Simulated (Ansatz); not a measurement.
The starting structures come from a database of crystals and need not be the phases stable at ambient conditions.

 Where the default PAW files enter, the runs use the earlier of Ansatz's two default sets.

Crystal: K2Ca(CO3)2 (R-3m, not sure to be the ambient phase, 11 atoms a cell, 13.7 Å³ an atom); planes in its conventional cell.

Method: r2SCAN (plane waves, PAW; Ansatz, a first-principles code).

No gap correction and no spin-orbit coupling; mid-gap values are interpolated between computed energies.

```
plane  area of the cell (Å²)  mid-gap κ (1/Å)  largest κ in the gap (1/Å)
-----  ---------------------  ---------------  --------------------------
(101)                   33.3             0.50                        0.52
(001)                   25.2                …                           …
```

Question: The slowest decay depends on the direction. Supply the withheld values.

Answer: 
- (001), mid-gap κ (1/Å): 0.55
- (001), largest κ in the gap (1/Å): 0.65
